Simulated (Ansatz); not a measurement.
**MoP (model structure, from the NbAs type, I4₁md, No. 109): c axis length by level of theory**

No measured value is used here.

```json
[
 {"level (code)": "LDA (Ansatz)", "value (Å)": "11.064"},
 {"level (code)": "PBE (Ansatz)", "value (Å)": "11.235"},
 {"level (code)": "PBEsol (Ansatz)", "value (Å)": "11.113"},
 {"level (code)": "PBE-D3(BJ) (Ansatz)", "value (Å)": "11.081"}
]
```

LDA, PBE, PBEsol, PBE-D3(BJ): the run has no spin polarisation, so it can have missed a magnetic state. Ansatz's density-functional and Hartree–Fock values are scalar-relativistic unless marked +SOC, with PAW data made under PBE.

A model structure was made by putting elements into a prototype or built by hand; it is no filed structure, need not be a known phase, and can be a saddle point held by its symmetry.

Ansatz is an electronic-structure program.
